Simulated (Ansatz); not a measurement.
The parent structure is V in the bcc (W type) structure (space group Im-3m, No. 229).

Space group Im-3m (No. 229); a = b = c = 2.983 Å, α = β = γ = 90.00°

| atom | site | symmetry | x | y | z |
|---|---|---|---|---|---|
| V | 2a | m-3m | 0.0000 | 0.0000 | 0.0000 |
(The calculation used a cell of 1 atom; values per cell refer to that cell.)

Computed with r2SCAN/PAW in Ansatz (a quantum-chemistry and plane-wave program), spin-orbit coupling left out.

Base values:

```
Quantity      Result
--------  ----------
Density   6.38 g/cm³
```

Now apply this change: every V is replaced by Zn, then cell and atoms are relaxed.

### Question
Predict the new density.

### Answer
The density grows by 1.16 g/cm³ to 7.54 g/cm³.

No phonon test of stability was made. For Zn in this form, whether it has been made was not checked. Seeded moments were not kept for the base. All final runs are without spin polarisation. This is not the structure that Zn has at room temperature and ambient pressure.
